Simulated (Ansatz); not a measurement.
GaN: response to strain

Start from GaN in the wurtzite structure (space group P6_3mc, No. 186; a = 3.183 Å, c = 5.184 Å). Axes: x lies along a and z along c of the hexagonal cell.

Strains are applied to the cell and any free atomic positions relax; under biaxial strain the out-of-plane vector relaxes too.

Computed with r2SCAN (Ansatz, a first-principles code; PAW; 500 eV plane waves; no spin-orbit coupling), earlier PAW set.

Candidates:
(a) isotropic strain +2.28 %
(b) uniaxial strain ε_yy = +0.16 %
(c) biaxial strain −2.25 %, plane normal [001], relaxed out of plane
(d) uniaxial strain ε_xx = −4.99 %
(e) tensor shear ε_yz = −2.06 %

Base values:

| Property | Result |
|---|---|
| Band gap | 2.35 eV |

Order them by band gap, lowest first.

(a) isotropic strain +2.28 % (1.88 eV), (e) tensor shear ε_yz = −2.06 % (2.24 eV), (b) uniaxial strain ε_yy = +0.16 % (2.34 eV), (d) uniaxial strain ε_xx = −4.99 % (2.38 eV), (c) biaxial strain −2.25 %, plane normal [001], relaxed out of plane (2.43 eV)

Whether these cells are dynamically stable was not tested.
